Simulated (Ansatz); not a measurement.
Take Nb in the bcc (W type) structure (space group Im-3m, No. 229; a = 3.2713 Å) as the base. Axes: x, y, z lie along the cube axes.

Calculations: Kohn–Sham DFT with the PBEsol functional, run in Ansatz (an electronic-structure program) with PAW and 420 eV plane waves, without spin-orbit coupling.

For the base:

| Quantity | Value |
|---|---|
| Volume per atom | 17.50 Å³ |
| Pressure | 0.0 GPa |

The change: biaxial strain −0.59 %, plane normal [001], relaxed out of plane (Cartesian); in-plane vectors clamped, the third vector and the atoms free.

What does the calculation give for the volume per atom, energy relative to the base and pressure after the change?

The volume per atom decreases by 0.10 Å³, from 17.50 Å³ to 17.40 Å³; the energy goes up by 1.0 meV/atom; the pressure (mean of the normal stresses, compression positive) goes from zero to 1.1 GPa.

Without a gap, meshes like the base's 20×20×20 leave anisotropic stresses uncertain by several tenths of a GPa, and small strain energies with them. Whether these cells are dynamically stable was not tested. All final runs are without spin polarisation.
